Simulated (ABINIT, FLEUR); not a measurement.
An ABINIT input for a self-consistent single point of Cr (Im-3m, 1 atom in the cell) (DFT, PBE, plane waves, PAW (JTH v2.0 PBE PAW)):

```
# Cr, JTH v2.0 PBE PAW
pp_dirpath "./"
pseudos "Cr.GGA_PBE-JTH.xml"
acell 2.5190946945 2.5190946945 2.5190946945 Angstrom
rprim
        -0.5773502692    0.5773502692    0.5773502692
         0.5773502692   -0.5773502692    0.5773502692
         0.5773502692    0.5773502692   -0.5773502692
natom 1
ntypat 1
znucl 24
typat 1
xcart
         0.0000000000    0.0000000000    0.0000000000
      Angstrom
ecut 30
pawecutdg 60
pawxcdev 0
nsppol 2
spinat 0 0 3
occopt 7
tsmear 0.2 eV
nband 14
kptopt 1
ngkpt 16 16 16
nshiftk 1
shiftk 0 0 0
nstep 50
tolvrs 1.0e-10
prtwf 0
prtden 0
prtvol 1
enunit 1
```

Translate this input to FLEUR.

This is the input that was run; spellings and numerical settings could be chosen otherwise.

Input of the input generator:

```
scf Cr
&input film=f /
-0.5773502692 0.5773502692 0.5773502692
0.5773502692 -0.5773502692 0.5773502692
0.5773502692 0.5773502692 -0.5773502692
4.7603990547
1.0 1.0 1.0

1
24 0.0000000000 0.0000000000 0.0000000000 : 3.00

&comp jspins=2 /
&kpt div1=16 div2=16 div3=16 gamma=t /
&end /
```

```xml
<?xml version="1.0" encoding="UTF-8" standalone="no"?>
<fleurInput fleurInputVersion="0.39">
   <comment>
      scf Cr                                                                                              
   </comment>
   <calculationSetup>
      <cutoffs Kmax="3.6" Gmax="14.4" GmaxXC="14.4" numbands="0"/>
      <scfLoop itmax="60" minDistance="0.00001" maxIterBroyd="25" imix="Anderson" alpha="0.05" precondParam="0.0" spinf="2.0"/>
      <coreElectrons ctail="T" frcor="F" kcrel="0" coretail_lmax="0"/>
      <xcFunctional name="pbe" relativisticCorrections="F"/>
      <magnetism jspins="2"/>
      <soc l_soc="F" theta="0.0" phi="0.0" spav="F"/>
      <expertModes spex="0" secvar="F"/>
      <geometryOptimization l_f="T" forcealpha="1.0" forcemix="BFGS" epsdisp="0.00001" epsforce="0.00001"/>
      <ldaU l_linMix="F" mixParam="0.05" spinf="1.0"/>
   </calculationSetup>
   <cell>
      <bzIntegration valenceElectrons="14.0" mode="gauss" fermiSmearingEnergy="0.00734986">
         <kPointListSelection listName="default-1"/>
         <!-- k-points included here -->
         <xi:include xmlns:xi="http://www.w3.org/2001/XInclude" href="kpts.xml"> </xi:include>
      </bzIntegration>
      <!-- symmetry operations included here -->
      <xi:include xmlns:xi="http://www.w3.org/2001/XInclude" href="sym.xml"> </xi:include>
      <bulkLattice scale="1.0">
         <bravaisMatrix>
            <row-1>   -2.7484176757304701     2.7484176757304701     2.7484176757304701</row-1>
            <row-2>    2.7484176757304701    -2.7484176757304701     2.7484176757304701</row-2>
            <row-3>    2.7484176757304701     2.7484176757304701    -2.7484176757304701</row-3>
         </bravaisMatrix>
      </bulkLattice>
   </cell>
   <atomSpecies>
      <species name="Chromium (3.000" element="Cr" atomicNumber="24">
         <mtSphere radius="2.18" gridPoints="767" logIncrement="0.016"/>
         <atomicCutoffs lmax="8" lnonsphr="6"/>
         <electronConfig flipSpins="F">
            <coreConfig>(1s1/2) (2s1/2) (2p1/2) (2p3/2)</coreConfig>
            <valenceConfig>(3s1/2) (3p1/2) (3p3/2) (4s1/2) (3d3/2) (3d5/2)</valenceConfig>
            <stateOccupation state="(4s1/2)" spinUp="0.5" spinDown="0.5"/>
            <stateOccupation state="(3d3/2)" spinUp="1.0" spinDown="1.0"/>
            <stateOccupation state="(3d5/2)" spinUp="3.0" spinDown="0.0"/>
         </electronConfig>
         <energyParameters s="4" p="4" d="3" f="4"/>
         <lo type="SCLO" l="0" n="3" eDeriv="0"/>
         <lo type="SCLO" l="1" n="3" eDeriv="0"/>
      </species>
   </atomSpecies>
   <atomGroups>
      <atomGroup species="Chromium (3.000">
         <relPos label="                   1">.0000000000 .0000000000 .0000000000</relPos>
         <force calculate="T" relaxXYZ="TTT"/>
      </atomGroup>
   </atomGroups>
   <output dos="F" band="F" slice="F">
      <checks vchk="F" cdinf="F"/>
      <bandDOS minEnergy="-.5*Htr" maxEnergy="0.5*Htr" sigma="0.015" storeEVData="T"/>
      <vacuumDOS vacdos="F" integ="F" star="F" nstars="0" locx1="0.0" locy1="0.0" locx2="0.0" locy2="0.0" nstm="0" tworkf="0.0"/>
      <unfoldingBand unfoldBand="F" supercellX="1" supercellY="1" supercellZ="1"/>
      <plotting iplot="0" polar="F">
         <plot TwoD="T" vec1="  1.0  0.0  0.0" vec2="  0.0  1.0  0.0" vec3="  0.0  0.0  1.0" zero="  0.0  0.0  0.0" file="plot"/>
      </plotting>
      <chargeDensitySlicing numkpt="0" minEigenval="0.0" maxEigenval="0.0" nnne="0" pallst="F"/>
      <specialOutput eonly="F"/>
      <magneticCircularDichroism mcd="F" energyLo="-10.0" energyUp="0.0"/>
   </output>
  <!-- We include the file relax.xml here to enable relaxations (see documentation) -->
  <xi:include xmlns:xi="http://www.w3.org/2001/XInclude" href="relax.xml"> <xi:fallback/> </xi:include>
</fleurInput>
```

Basis settings and potentials, where a program has them, do not carry over. This input uses DFT, PBE, all-electron FLAPW (FLEUR), scalar-relativistic valence. Both were run: size of the net moment 0.00 μB/atom in ABINIT and 0.00 in FLEUR.

On FLEUR: the starting cell was generated: these elements placed on a structure prototype, without a prior relaxation; it need not be a known phase or ordering of this composition. Its lattice was rescaled by a random factor within 2.5 % of one. The starting moments vanished: the run ended non-magnetic, which need not be the lowest state. Values depend on the basis (sphere radii, cutoffs, local orbitals), which need not be converged.

On ABINIT: the starting cell was generated: these elements placed on a structure prototype, without a prior relaxation; it need not be a known phase or ordering of this composition. Its lattice was rescaled by a random factor within 2.5 % of one. The starting moments vanished: the run ended non-magnetic, which need not be the lowest state. With a pressure of about -15 GPa the cell is away from its equilibrium volume at this level.
